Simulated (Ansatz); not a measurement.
SiC under load (space group I-4m2), Ansatz (a first-principles code) with r2SCAN with spin-orbit coupling, rigid bands. Condition of this run: biaxial stress in (001) of 5 GPa (compression positive) (the target of the relaxation). Band gap 1.60 eV, N_c = 9.31e18 cm⁻³ and N_v = 7.14e19 cm⁻³ at 300 K, conductivity masses along y (a = (0.00, 2.15, 2.20) Å; b = (2.15, 0.00, 2.20) Å; c = (2.15, 2.15, 0.00) Å) of 0.337 mₑ (electrons) and 0.574 mₑ (holes). Take k_BT = 0.02585 eV.

Question: A film of it is 8 nm thick, with its normal along the direction named. Estimate the confinement energies in an infinite well.

Answer: ħ²π²/(2m t²) = 0.376 eV·nm²/(m/mₑ × t²) gives 17.4 meV for electrons and 10.2 meV for holes, so the gap would widen to about 1.63 eV. Finite barriers and nonparabolic bands lower this, and with several valleys or bands the heaviest mass along the normal sets the lowest level, not this average.

Question: Find the intrinsic carrier density and the intrinsic Fermi level.

Answer: n_i = √(N_c N_v) exp(−E_g/2k_BT) = 2.58e19 × exp(−30.95) = 9.4e5 cm⁻³. The level lies (k_BT/2) ln(N_v/N_c) = 26 meV from mid-gap (positive towards the conduction band). Each 0.1 eV added to the gap lowers n_i by a factor of 6.9.

Question: What built-in voltage has an abrupt junction with N_A = 1e16 and N_D = 1e18 cm⁻³, all dopants ionised?

Answer: V_bi = E_g/e − (k_BT/e) ln(N_c N_v/(N_A N_D)) = 1.60 − 0.02585 × 11.10 = 1.31 V, for the computed gap.

Rigid bands with the computed gap; masses take one relaxation time for all states. Geometry: cell and atoms relaxed with PBEsol.
